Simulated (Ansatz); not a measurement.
Take InSb in the zinc blende structure (space group F-43m, No. 216; a = 6.519 Å) as the base.

Perturbation: a hydrostatic pressure of 2.1 GPa.

Levels (all Ansatz, an electronic-structure program, PAW): PBEsol (420 eV, scalar-relativistic without spin-orbit coupling); r2SCAN (500 eV, no spin-orbit coupling).

The geometry is relaxed with PBEsol.

PBEsol band gap: zero
PBEsol pressure: 2.1 GPa

Q: How does going to r2SCAN change the band gap, pressure, hole mass and electron mass?

A: The band gap changes from zero to 0.40 eV; the pressure goes up by 1.0 GPa to 3.1 GPa; the hole mass (degenerate bands, along [100]) comes out as 0.024, 0.29, 0.29 mₑ (at Γ); the electron mass comes out as 0.024 mₑ (at Γ).

Single points use the geometry relaxed with PBEsol. Their cutoffs differ, which shifts pressures a little. Spin-orbit coupling, missing from the scalar runs, can matter with Sb. Load acts through the strain it causes; cell and atoms are relaxed under it. Masses are band curvatures over ±0.01 Å⁻¹ around the edge. No phonon test of stability was made. Tetrahedral semiconductors of this kind turn to denser phases somewhere between about 1 and 50 GPa; those were not computed, so compressed cells here can lie past the real transition. All final runs are without spin polarisation. The zero or small gap of InSb can change with the level of theory.
